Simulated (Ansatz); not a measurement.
Base system: GaN in the wurtzite structure (space group P6_3mc, No. 186; a = 3.183 Å, c = 5.185 Å). Axes: x lies along a and z along c of the hexagonal cell.

Calculations: PBEsol (Ansatz, a first-principles code; PAW; 420 eV plane waves; without spin-orbit coupling).

It is then changed as follows: uniaxial strain ε_xx = −0.60 %, all other strain components held at zero; the atoms relax in the strained cell.

Predict the stress tensor and what it implies for the stiffness.

Stress of the strained cell less that of the base (GPa, compression positive):
```
   2.10    0.00    0.00
   0.00    0.78    0.00
   0.00    0.00    0.56
```

Then −Δσ_ii/ε with ε = -0.0060 gives relaxed-ion elastic constants: C11 ≈ 349 GPa, C12 ≈ 130 GPa and C13 ≈ 94 GPa.

Stability against distortions was not tested.
